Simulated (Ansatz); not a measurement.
# Habitual settings against a tight run: LaNi (Cmcm, 4 atoms in the cell)

Self-consistent single point.

```
CELL_PARAMETERS angstrom
      1.85926    -5.32128     0.00000
      1.85926     5.32128     0.00000
      0.00000     0.00000     4.25874
ATOMIC_POSITIONS crystal
  La 0.86654 0.13346 0.75000
  La 0.13346 0.86654 0.25000
  Ni 0.57280 0.42720 0.75000
  Ni 0.42720 0.57280 0.25000
```

Computed with LDA (PW92), PAW files made with PBE (plane waves; Ansatz, a quantum-chemistry and plane-wave program).

Base settings: basis.ecutwfc = 30.9 Ry; kpoints.mp_grid.grid = 8 8 6; hamiltonian.xc = lda; hamiltonian.pseudopotentials = {kind: paw} (the program's default PAW files); scf.occupations.method = methfessel_paxton; scf.occupations.width = 0.0147 Ry.

Tight run (finer mesh or higher cutoff; not a proven limit): basis.ecutwfc: 30.9 Ry → 43.4 Ry; kpoints.mp_grid.grid: 8 8 6 → 11 11 9; scf.convergence.dr2_threshold: default (1e-07 eV) → 1e-09 eV. It gave Fermi level (on the code's own zero) 14.19 eV; pressure -0.34 GPa; largest force (vector length) 0.067 eV/Å.

Quick runs, as changes from the base:
- A: the base itself
- B: basis.ecutwfc: 30.9 Ry → 18.4 Ry; kpoints.mp_grid.grid: 8 8 6 → 6 6 6; scf.occupations.method: methfessel_paxton → fermi_dirac; scf.convergence.dr2_threshold: default (1e-07 eV) → 0.001 eV
- C: basis.ecutwfc: 30.9 Ry → 21.7 Ry; kpoints.mp_grid.grid: 8 8 6 → 4 4 4; hamiltonian.xc: lda → pbesol; scf.occupations.width: 0.0147 Ry → 0.0367 Ry; scf.convergence.dr2_threshold: default (1e-07 eV) → 0.001 eV [PBEsol]
- D: basis.ecutwfc: 30.9 Ry → 18.4 Ry; kpoints.mp_grid.grid: 8 8 6 → 1 1 1
- E: basis.ecutwfc: 30.9 Ry → 15.4 Ry; kpoints.mp_grid.grid: 8 8 6 → 4 4 4; scf.occupations.method: methfessel_paxton → fermi_dirac; scf.convergence.dr2_threshold: default (1e-07 eV) → 0.001 eV
- F: basis.ecutwfc: 30.9 Ry → 15.4 Ry; kpoints.mp_grid.grid: 8 8 6 → 8 8 8; hamiltonian.xc: lda → pbesol [PBEsol]

Energies are extrapolated to zero smearing width, which holds to low order in the width alone.

Dashes: energy of C, F, another energy zero.

† marks runs with another functional, U, potentials or spin treatment: their distance from the tight run is not a convergence error alone.

The count of work is k-points × plane waves × bands × iterations; it is no time. 

Pressures in the table are Ansatz's without its Pulay estimate, at a fixed set of plane waves; the tight run's value above holds the estimate.

The starting cell comes from a database of computed structures (which also holds hypothetical and non-ambient phases and stackings), without a prior relaxation at this level. Its lattice was rescaled by a random factor within 2.5 % of one. Spin polarisation is off.

```tsv
run	energy less tight (meV/atom)	pressure less tight (GPa)	largest miss in a force vector (eV/Å)	count of work / tight
A	-1.3	-0.02	0.036	0.25
B	1479.8	-67.80	0.198	0.055
C†	–	-12.30	0.085	0.022
D	680.6	-86.28	0.575	0.0015
E	6308.4	-224.74	1.168	0.018
F†	–	-224.82	1.214	0.13
```

Among the runs at the tight run's level, the energy misses run from 1.3 to 6308.4 meV/atom.

Keys are those of Ansatz 0.2.
